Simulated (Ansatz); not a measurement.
# BaTiO3: pressure series

Base system: BaTiO₃ in the cubic perovskite structure (space group Pm-3m, No. 221; a = 3.970 Å).

Cell and atoms are relaxed at each pressure.

Method: PBEsol (Ansatz, an electronic-structure program, PAW, scalar-relativistic without spin-orbit coupling).

Two rows of this table had their results exchanged by mistake.

| pressure | volume per atom (Å³) | shortest distance (Å) | band gap |
|---|---|---|---|
| pressure −2 GPa | 12.66 | 1.992 | 1.79 eV |
| pressure −1 GPa | 12.19 | 1.968 | 1.87 eV |
| pressure 0.3 GPa | 12.49 | 1.984 | 1.82 eV |
| pressure 0.7 GPa | 12.47 | 1.982 | 1.82 eV |
| pressure 1.5 GPa | 12.41 | 1.980 | 1.83 eV |
| pressure 3 GPa | 12.31 | 1.974 | 1.85 eV |
| pressure 5 GPa | 12.58 | 1.989 | 1.80 eV |
| pressure 7.5 GPa | 12.04 | 1.960 | 1.89 eV |
| pressure 10 GPa | 11.91 | 1.952 | 1.92 eV |

Which two?

The rows for pressure −1 GPa and pressure 5 GPa: the volume has to fall steadily with pressure, so 12.58 Å³ belongs to pressure −1 GPa and 12.19 Å³ to pressure 5 GPa.

Load acts through the strain it causes; cell and atoms are relaxed under it. Stability against distortions was not tested. No other phases were tried under pressure. The final runs are not spin-polarised. Many cubic perovskites are stable only at high temperature; tilts and polar distortions were not tested. This is not the structure that BaTiO3 has at room temperature and ambient pressure.
